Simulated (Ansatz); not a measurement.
**The (201) surface of tetragonal indium in its 1x1 cell, outermost plane spacing 0.79 Å in the ideal cut**

Computed with r2SCAN, at the PBE geometry (plane waves to 500 eV, PAW; Ansatz, a program for electronic structure).

Model: 14-atom slab, 10.3 Å thick at the start (thin: gaps and levels are the slab's own), 11x4x1 mesh, Fermi-Dirac 0.1 eV, dipole correction, single point; on the structure that PBE left under its start's symmetry; no spin, no spin-orbit, no U.

```
Quantity                                                   Value
-----------------------------------  ---------------------------
surface energy (mean of both faces)                   0.36 J/m^2
work function of the top face                            3.89 eV
cost                                 very roughly 6 core-minutes
```
